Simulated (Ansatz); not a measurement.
CsCl-type NiTi (cubic form, which distorts at low temperature) was calculated with LDA in Ansatz (plane waves, PAW).

Run with plane-wave cutoff 500 eV, 18×18×18 k mesh, Fermi–Dirac smearing 0.1 eV, no spin polarisation, scalar-relativistic PAW data made under PBE.

Computed at the level's own relaxed cell.

Question: What does this level give for the equilibrium volume per atom and lattice constant a?

Answer: 
- equilibrium volume per atom = 12.69 Å³/atom
- lattice constant a = 2.939 Å

The run finds no gap.

Note: symmetry holds this phase in the static calculation, where it need not be a minimum; the relaxation could not lower the start's symmetry, so the cell can be a saddle point above a distorted one.

The computed numbers hold no vibrational or temperature effects.

Computing time: roughly 50 core-seconds.

Ansatz is a program for electronic structure.
